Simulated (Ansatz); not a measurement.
# Pressure series in hypothetical CsCl type LaP

Take LaP in the CsCl type structure (space group Pm-3m, No. 221; a = 3.588 Å; a hypothetical phase, not in the database extracts checked) as the base.

Cell and atoms are relaxed at each pressure.

Computed with PBEsol/PAW in Ansatz (a program for electronic structure), no spin-orbit coupling.

Notes on the quantities. enthalpy: H = E + PV relative to the base's energy.

```json
[
 {"variant": "base", "volume per atom": "23.10 Å³", "enthalpy": "–"},
 {"variant": "pressure −2 GPa", "volume per atom": "23.72 Å³", "enthalpy": "-0.29 eV/atom"},
 {"variant": "pressure −1 GPa", "volume per atom": "23.40 Å³", "enthalpy": "-0.15 eV/atom"},
 {"variant": "pressure 1.8 GPa", "volume per atom": "22.61 Å³", "enthalpy": "+0.26 eV/atom"},
 {"variant": "pressure 4.2 GPa", "volume per atom": "22.03 Å³", "enthalpy": "+0.59 eV/atom"},
 {"variant": "pressure 9 GPa", "volume per atom": "21.04 Å³", "enthalpy": "+1.24 eV/atom"},
 {"variant": "pressure 18 GPa", "volume per atom": "19.61 Å³", "enthalpy": "+2.38 eV/atom"},
 {"variant": "pressure 30 GPa", "volume per atom": "18.19 Å³", "enthalpy": "+3.79 eV/atom"},
 {"variant": "pressure 45 GPa", "volume per atom": "16.88 Å³", "enthalpy": "+5.43 eV/atom"},
 {"variant": "pressure 60 GPa", "volume per atom": "15.87 Å³", "enthalpy": "+6.96 eV/atom"}
]
```

Load acts through the strain it causes; cell and atoms are relaxed under it. Stability against distortions was not tested. Competing high-pressure phases were not computed. The final runs are not spin-polarised.
